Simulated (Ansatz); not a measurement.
Take Nb in the bcc (W type) structure (space group Im-3m, No. 229; a = 3.3045 Å; relaxed with 0.1 eV smearing) as the base. Axes: x, y, z lie along the cube axes.

The values are results of plane-wave PAW DFT at the r2SCAN level (Ansatz, a program for electronic structure, 500 eV), without spin-orbit coupling, not measurements.

Strains are applied to the cell and any free atomic positions relax.

One change was made to it. Results:

The energy rises by 3.2 meV/atom; the pressure (mean of the normal stresses, compression positive) goes from zero to 2.7 GPa.

Problem. Which change produced these results?
A. uniaxial strain ε_zz = −3.00 %
B. uniaxial strain ε_zz = −2.50 %
C. uniaxial strain ε_zz = −1.00 %
D. uniaxial strain ε_zz = −2.00 %
E. uniaxial strain ε_zz = −1.50 %

Solution. E, uniaxial strain ε_zz = −1.50 %. For comparison, the energy relative to the base in the other runs: uniaxial strain ε_zz = −2.00 % gives +5.8 meV/atom; uniaxial strain ε_zz = −1.00 % gives +1.4 meV/atom; uniaxial strain ε_zz = −3.00 % gives +13 meV/atom; uniaxial strain ε_zz = −2.50 % gives +9.1 meV/atom.

Whether these cells are dynamically stable was not tested. All final runs are without spin polarisation.
